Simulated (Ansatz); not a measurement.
**Effect of Ta → Y on Ta2C**

Take Ta$_{2}$C (space group P-3m1, No. 164; a = 3.0949 Å, c = 4.9215 Å) as the base.

It is then changed as follows: every Ta is replaced by Y; the structure is relaxed again.

The values are results of Ansatz (a quantum-chemistry and plane-wave program), PBEsol, PAW, cutoff 420 eV, no spin-orbit coupling, not measurements. Γ-centred 15×15×8 mesh, Fermi–Dirac width 0.05 eV, for the changed cell.

The volume per atom increases by 8.85 Å³ (13.61 Å³ → 22.46 Å³) and the density shrinks by 10.53 g/cm³ to 4.68 g/cm³. The lattice parameter a rises by 0.450 Å (3.095 Å → 3.545 Å) and the c/a ratio grows by 0.1564 to 1.747. The shortest interatomic distance rises by 0.268 Å, from 2.178 Å to 2.446 Å and the band gap remains zero.

Final structure:

```xyz
3
Lattice="3.5448 0.0000 0.0000 -1.7724 3.0699 0.0000 0.0000 0.0000 6.1914" Properties=species:S:1:pos:R:3 pbc="T T T"
Y      0.0000     2.0466     1.3392
Y      1.7724     1.0233     4.8523
C      0.0000     0.0000     0.0000
```

Stability against distortions was not tested. As relaxed here, Y2C is a hypothetical phase, not in the database extracts checked. All final runs are without spin polarisation. Y2C has a high density of states at the Fermi level and may be magnetic at this level.
